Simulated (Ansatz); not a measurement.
**Short convergence ladders for LiH (Fm-3m, 2 atoms in the cell)**

```
CELL_PARAMETERS angstrom
      0.00000     2.05020     2.05020
      2.05020     0.00000     2.05020
      2.05020     2.05020     0.00000
ATOMIC_POSITIONS crystal
  Li 0.00000 0.00000 0.00000
  H  0.50000 0.50000 0.50000
```

Base method: PBE (plane waves, PAW; Ansatz, a first-principles code).

Base settings: basis.ecutwfc = 420 eV; kpoints.mp_grid.grid = 10 10 10; hamiltonian.xc = pbe; hamiltonian.pseudopotentials = {kind: paw} (the program's default PAW files); scf.occupations.method = fermi_dirac; scf.occupations.width = 0.05 eV.

Core times come from one kind of shared machine, to one figure; runs under 30 s give none.

**Zone-centre phonons against the cutoff**

In this ladder: scf.occupations.method = fixed; scf.occupations.width = default; phonons.method = dfpt; phonons.dielectric = true; phonons.rigid_motions = translations.

The mesh stays at the base's, so the ladder's end is converged at best in this setting alone.

Frequencies are those of the unrelaxed cell, without the LO-TO term of polar crystals.

Only quantities that move along the ladder and can be compared are tabulated.

ε∞ and Born charges come from denser meshes that the program picks itself.

| basis.ecutwfc | highest zone-centre frequency (cm⁻¹) | mean ε∞ |
|---|---|---|
| 210 eV | 458.2 | 4.282 |
| 250 eV | 507.4 | 4.261 |
| 295 eV | 525.0 | 4.266 |
| 355 eV | 516.6 | 4.264 |
| 420 eV | 515.0 | 4.264 |
| 505 eV | 514.0 | 4.265 |
| 630 eV | 514.1 | 4.265 |

Coarsest basis.ecutwfc that holds the mean ε∞ within 0.01 of the last step, with all finer ones: 250 eV; the step before is off by 0.017.

Coarsest basis.ecutwfc that holds the highest zone-centre frequency within 10 cm⁻¹ of the last step, with all finer ones: 355 eV; the step before is off by 11 cm⁻¹.

**The q mesh of the phonons**

In this ladder: kpoints.mp_grid.grid = 12 12 12; scf.occupations.method = fixed; scf.occupations.width = default; phonons.method = dfpt; phonons.dielectric = true; phonons.rigid_motions = translations.

Only quantities that move along the ladder and can be compared are tabulated.

Thermal sums run over frequencies interpolated from this q mesh.

| phonons.qmesh | zero-point energy (meV/atom) | vibrational free energy at 300 K (meV/atom) | core time / last (rough) |
|---|---|---|---|
| 1 1 1 | 77.02 | 57.47 | – |
| 2 2 2 | 103.67 | 91.35 | – |
| 3 3 3 | 103.93 | 91.22 | 0.2 |
| 4 4 4 | 103.99 | 91.37 | 0.4 |
| 6 6 6 | 103.99 | 91.35 | 1 |

Coarsest phonons.qmesh that holds the vibrational free energy at 300 K within 0.5 meV/atom of the last step, with all finer ones: 2 2 2; the step before is off by 34 meV/atom.

Coarsest phonons.qmesh that holds the zero-point energy within 0.5 meV/atom of the last step, with all finer ones: 2 2 2; the step before is off by 27 meV/atom.

On the base run: the starting cell has typed, rounded lattice constants, without a prior relaxation at this level. Its lattice was rescaled by up to half a per cent.

Keys are those of Ansatz 0.2.
